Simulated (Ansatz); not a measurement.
A self-consistent single point of ZrOs (P4mm, 2 atoms in the cell) with Ansatz (an electronic-structure program).

Level of theory: PBEsol, default PAW files made with PBE (plane waves; Ansatz).

```yaml
crystal:
  lattice:
    - [3.28632, 0.00000, 0.00000]
    - [0.00000, 3.28632, 0.00000]
    - [0.00000, 0.00000, 3.28632]
  atoms:
    - { symbol: Zr, position: [0.50000, 0.50000, 0.51521] }
    - { symbol: Os, position: [0.00000, 0.00000, 0.00000] }
```

Reference input (self-consistent single point, DFT, PBEsol, plane waves, default PAW files made with PBE): basis.ecutwfc = 30.9 Ry; kpoints.mp_grid.grid = 10 10 10; hamiltonian.xc = pbesol; hamiltonian.pseudopotentials = {kind: paw} (the program's default PAW files); scf.occupations.method = gaussian; scf.occupations.width = 0.0073 Ry. This run's input differs from it in these lines:

Ansatz 0.2 input:
```diff
@@ -9,3 +9,3 @@
 basis:
-  ecutwfc: 30.9 Ry
+  ecutwfc: 74.2 Ry
 kpoints:
```

Log, with long lists cut:

```
SCF iter   1: F=—  HF=-15380.716294 eV  |F-HF|=—  |Δ(HF+E_count)|=         —  Δρ=2.88e-3  dr2=7.76e-4  ethr=1.77e-3  ⟨swp⟩=4.0  Hψ=9164  notcnv=0
all-band conjugate gradients solve this SCF's bands
preconditioner: auto → none
SCF iter   2: F=—  HF=-15380.716997 eV  |F-HF|=—  |Δ(HF+E_count)|=   7.03e-4  Δρ=1.38e-3  dr2=1.44e-4  ethr=2.77e-6  ⟨swp⟩=3.0  Hψ=5006  notcnv=0
SCF iter   3: F=—  HF=-15380.717029 eV  |F-HF|=—  |Δ(HF+E_count)|=   3.19e-5  Δρ=2.06e-4  dr2=8.07e-6  ethr=5.16e-7  ⟨swp⟩=1.2  Hψ=2459  notcnv=0
SCF iter   4: F=—  HF=-15380.717032 eV  |F-HF|=—  |Δ(HF+E_count)|=   3.47e-6  Δρ=3.66e-5  dr2=7.07e-7  ethr=2.88e-8  ⟨swp⟩=2.0  Hψ=3536  notcnv=0
iter 5 did not close the SCF: its close was put off for the readings that it lacked (scf_convergence_deferred on its scf_iter line)
SCF iter   5: F=-15380.717032 eV  HF=-15380.717032 eV  |F-HF|=2.89e-10  |Δ(HF+E_count)|=   2.01e-7  Δρ=1.13e-5  dr2=1.66e-8  ethr=2.52e-9  ⟨swp⟩=2.2  Hψ=3472  notcnv=0
SCF iter   6: F=-15380.717032 eV  HF=-15380.717032 eV  |F-HF|=1.07e-10  |Δ(HF+E_count)|=   4.40e-9  Δρ=2.15e-6  dr2=7.32e-10  ethr=5.94e-11  ⟨swp⟩=2.2  Hψ=7433  notcnv=0
SCF 1 converged in 6 iterations: F = -15380.717032 eV  dr2 = 7.32e-10
Free energy (F): -15380.717032 eV
Internal energy: -15380.716249 eV  (E = F + TS)
E sigma→0 (E₀):  -15380.716640 eV
Entropy (-TS):   -0.000783 eV (-0.392 meV/atom)
Fermi energy:    19.222248 eV
--- Forces (eV/Å), atoms counted from 1 ---
  atom   1  Zr     0.00000000     0.00000000    -0.34557200
  atom   2  Os    -0.00000000     0.00000000     0.34556021
--- Stress (GPa, compression-positive) ---
       -7.616071       0.000000       0.000000
        0.000000      -7.616071       0.000000
        0.000000       0.000000      -7.660396
  P = ⅓ Tr σ = -7.6308 GPa (-76.308 kbar)
  The stress holds the Pulay correction. Without it, at fixed plane waves, as pw.x and ABINIT print it: P = -7.6311 GPa
```

The run converged in 6 iterations. Against the reference run the free energy falls by 1.5 meV/atom, the pressure hardly changes (-7.62 to -7.63 GPa) and the largest force stays at 0.346 eV/Å.

The starting cell comes from a database of computed structures (which also holds hypothetical and non-ambient phases and stackings), without a prior relaxation at this level. Its lattice was rescaled by up to half a per cent. One atom was moved a little off its site on purpose. Spin polarisation is off. Ansatz's pressure includes its estimate of the finite-basis (Pulay) stress.
